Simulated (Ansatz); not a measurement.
A self-consistent single point of Mg2Zn (P1, 6 atoms in the cell) with Ansatz (a quantum-chemistry and plane-wave program).

Method of the run: LDA (PW92), PAW files made with PBE (plane waves; Ansatz).

The change in words: atoms moved at random. Reference geometry:
```xyz
6
Lattice="3.0882 0.0000 0.0000 -1.5441 2.6745 0.0000 0.0000 0.0000 14.5266" Properties=species:S:1:pos:R:3 pbc="T T T"
Mg     0.0000     1.7830     5.9294
Mg     1.5441     0.8915     8.5971
Mg     1.5441     0.8915    13.1927
Mg     0.0000     1.7830     1.3338
Zn     1.5441     0.8915     3.6316
Zn     0.0000     1.7830    10.8949
```

Reference input (self-consistent single point, DFT, LDA (PW92), plane waves, PAW files made with PBE): kpoints.mp_grid.grid = 10 10 2; hamiltonian.xc = lda; hamiltonian.pseudopotentials = {kind: paw} (the program's default PAW files); scf.occupations.method = gaussian; scf.occupations.width = 0.136 eV. This run's input differs from it in these lines:

Ansatz 0.2 input:
```diff
@@ -6,8 +6,8 @@
   atoms:
-    - { symbol: Mg, position: [0.33333300, 0.66666700, 0.40818000] }
-    - { symbol: Mg, position: [0.66666700, 0.33333300, 0.59182000] }
-    - { symbol: Mg, position: [0.66666700, 0.33333300, 0.90818000] }
-    - { symbol: Mg, position: [0.33333300, 0.66666700, 0.09182000] }
-    - { symbol: Zn, position: [0.66666700, 0.33333300, 0.25000000] }
-    - { symbol: Zn, position: [0.33333300, 0.66666700, 0.75000000] }
+    - { symbol: Mg, position: [0.33049900, 0.66391100, 0.40697200] }
+    - { symbol: Mg, position: [0.66634600, 0.34998000, 0.59130200] }
+    - { symbol: Mg, position: [0.68365100, 0.34801200, 0.90412500] }
+    - { symbol: Mg, position: [0.31002400, 0.65639900, 0.09367700] }
+    - { symbol: Zn, position: [0.67959500, 0.32735800, 0.25349900] }
+    - { symbol: Zn, position: [0.32988500, 0.65434000, 0.75042500] }
 kpoints:
```

Output (repeated stretches shortened):

```
SCF iter   1: F=—  HF=-14100.299130 eV  |F-HF|=—  |Δ(HF+E_count)|=         —  Δρ=6.59e-2  dr2=8.38e0  ethr=3.10e-3  ⟨swp⟩=9.4  Hψ=19193  notcnv=0  defer=15
all-band conjugate gradients solve this SCF's bands
preconditioner: auto → Kerker (q_TF=auto, 2.457 Å⁻¹)
SCF iter   2: F=—  HF=-14099.195446 eV  |F-HF|=—  |Δ(HF+E_count)|=    1.10e0  Δρ=2.54e-2  dr2=1.69e0  ethr=3.10e-3  ⟨swp⟩=3.0  Hψ=7545  notcnv=0  defer=166
   [... lines left out ...]
SCF iter   8: F=—  HF=-14098.696902 eV  |F-HF|=—  |Δ(HF+E_count)|=   1.21e-4  Δρ=1.15e-4  dr2=9.85e-6  ethr=4.39e-7  ⟨swp⟩=2.0  Hψ=5030  notcnv=0  defer=155
SCF iter   9: F=—  HF=-14098.696900 eV  |F-HF|=—  |Δ(HF+E_count)|=   2.59e-6  Δρ=5.26e-5  dr2=2.29e-6  ethr=1.54e-8  ⟨swp⟩=2.0  Hψ=5598  notcnv=0  defer=155
SCF iter  10: F=—  HF=-14098.696899 eV  |F-HF|=—  |Δ(HF+E_count)|=   4.98e-7  Δρ=1.06e-5  dr2=1.08e-7  ethr=3.57e-9  ⟨swp⟩=2.0  Hψ=4967  notcnv=0  defer=155
SCF iter  11: F=-14098.696899 eV  HF=-14098.696899 eV  |F-HF|=2.59e-9  |Δ(HF+E_count)|=   2.28e-8  Δρ=1.51e-6  dr2=3.89e-9  ethr=1.56e-10  ⟨swp⟩=10.9  Hψ=17491  notcnv=0
SCF 1 converged in 11 iterations: F = -14098.696899 eV  dr2 = 3.89e-9
Free energy (F): -14098.696899 eV
Internal energy: -14098.670273 eV  (E = F + TS)
E sigma→0 (E₀):  -14098.683586 eV
Entropy (-TS):   -0.026626 eV (-4.438 meV/atom)
Fermi energy:    6.882284 eV
--- Forces (eV/Å), atoms counted from 1 ---
  atom   1  Mg     0.02026184     0.00964104    -0.05079453
  atom   2  Mg     0.02566704    -0.04425061     0.18127529
  atom   3  Mg    -0.03624612    -0.05109090     0.02100865
  atom   4  Mg     0.06673296     0.02578803     0.11595582
  atom   5  Zn    -0.07229587    -0.00551667    -0.14052952
  atom   6  Zn    -0.00412027     0.06542900    -0.12692377
--- Stress (GPa, compression-positive) ---
       -2.572366       0.070319      -0.046240
        0.070319      -2.766913      -0.044325
       -0.046240      -0.044325      -4.064607
  P = ⅓ Tr σ = -3.1346 GPa (-31.346 kbar)
  The stress holds the Pulay correction. Without it, at fixed plane waves, as pw.x and ABINIT print it: P = -3.1539 GPa
```

The run converged in 11 iterations. Against the reference run the free energy stays essentially unchanged (within 1 meV/atom), the pressure goes from -3.28 to -3.13 GPa and the largest force goes from 0.163 to 0.188 eV/Å.

The starting cell comes from a database of computed structures (which also holds hypothetical and non-ambient phases and stackings), without a prior relaxation at this level. For this run, on top of that: atoms moved at random. With a pressure of about -3 GPa the cell is away from its equilibrium volume at this level. Ansatz's pressure includes its estimate of the finite-basis (Pulay) stress.
